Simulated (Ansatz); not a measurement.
# A computed series for TlBr: response to strain

Consider TlBr in the CsCl type structure (space group Pm-3m, No. 221; a = 3.915 Å). Axes: x, y, z lie along the cube axes.

Strains are applied to the cell and any free atomic positions relax.

The values are results of PBEsol, PAW, 420 eV (Ansatz, a program for electronic structure; without spin-orbit coupling), not measurements.

Candidates:
(a) uniaxial strain ε_zz = +2.00 %
(b) uniaxial strain ε_zz = −0.50 %
(c) uniaxial strain ε_zz = +2.50 %

Notes on the quantities. energy relative to the base: free energy F.

Q: Order them by energy relative to the base, highest first.

A: (c) uniaxial strain ε_zz = +2.50 % (+2.5 meV/atom), (a) uniaxial strain ε_zz = +2.00 % (+1.6 meV/atom), (b) uniaxial strain ε_zz = −0.50 % (+0.1 meV/atom)

Stability against distortions was not tested.
